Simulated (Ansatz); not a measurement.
Data:

```yaml
crystal:
  lattice:
    - [3.15908, 0.00000, 0.00000]
    - [1.57954, 2.73584, 0.00000]
    - [0.00000, 0.00000, 3.42710]
  atoms:
    - { symbol: Hf, position: [0.00000, 0.00000, 0.00000] }
    - { symbol: B, position: [0.66667, 0.66667, 0.50000] }
    - { symbol: B, position: [0.33333, 0.33333, 0.50000] }
```

No spin polarisation.

All numbers come from plane-wave PAW DFT at the PBEsol level (Ansatz, a program for electronic structure, 420 eV), spin-orbit coupling left out. Settings: 21×21×17 k-points, 0.1 eV Fermi–Dirac smearing.

Question: Predict the band gap and in-plane stress.

Answer: Band gap: zero
Mean in-plane stress (compression positive): -5.9 GPa

The cells carry an imposed strain or load. No phonon test of stability was made. The final runs are not spin-polarised. The cell was made from HfB2 (space group P6/mmm, No. 191) by this change: biaxial strain +1.00 %, plane normal [001], relaxed out of plane.
